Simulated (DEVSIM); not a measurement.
# abrupt Si p-n junction

Device: abrupt Si p-n junction, at 300 K.

```
layer (left to right)  material  thickness (μm)  Nd (cm⁻³)  Na (cm⁻³)  τn (s)  τp (s)
---------------------  --------  --------------  ---------  ---------  ------  ------
1                            Si           0.660          -     3.9e17    9e-6    9e-6
2                            Si            7.90     2.4e14          -    9e-6    9e-6
```

Left contact: ohmic. Right contact: ohmic. Voltage is applied to the left contact. Recombination: SRH at mid-gap, radiative. Mobility is constant in doping.

Constants are typed, rounded textbook-type inputs, not results; the design itself was drawn at random and stands for no fabricated device. Values at 300 K.

| parameter | Si |
|---|---|
| gap (eV) | 1.124 |
| affinity (eV) | 4.05 |
| permittivity | 11.7 |
| Nc (cm⁻³) | 2.86e19 |
| Nv (cm⁻³) | 3.1e19 |
| μn (cm²/Vs) | 1417 |
| μp (cm²/Vs) | 470 |
| B (cm³/s) | 4.7e-15 |

Simulated with DEVSIM: 1D drift-diffusion, Boltzmann statistics, complete ionisation; no tunnelling, impact ionisation, image-force lowering or self-heating.

The potential step across the device at zero bias comes out as 0.709 V and the largest field in the device at zero bias is 34000 V/cm. The dark forward voltage at 1 A/cm² is 0.543 V. The dark forward voltage at 100 A/cm² comes out as 0.758 V.

Dark forward current:

| V (V) | J (A/cm²) |
|---|---|
| 0.05 | 1.3e-8 |
| 0.15 | 5.4e-7 |
| 0.20 | 3.5e-6 |
| 0.30 | 0.00016 |
| 0.40 | 0.0072 |
| 0.45 | 0.047 |
| 0.55 | 1.3 |
| 0.60 | 4.6 |
| 0.70 | 39 |
| 0.80 | 170 |
| 0.85 | 270 |
| 0.95 | 470 |
| 1.05 | 630 |
| 1.10 | 700 |
| 1.20 | 810 |
| 1.25 | 860 |
| 1.35 | 950 |
| 1.45 | 1000 |
| 1.50 | 1100 |
| 1.60 | 1100 |

Dark reverse current:

| V (V) | J (A/cm²) |
|---|---|
| -0.40 | -9.4e-9 |
| -1.00 | -1.7e-8 |
| -2.00 | -2.5e-8 |
| -3.00 | -3.3e-8 |
| -4.00 | -3.9e-8 |
| -6.00 | -5.0e-8 |
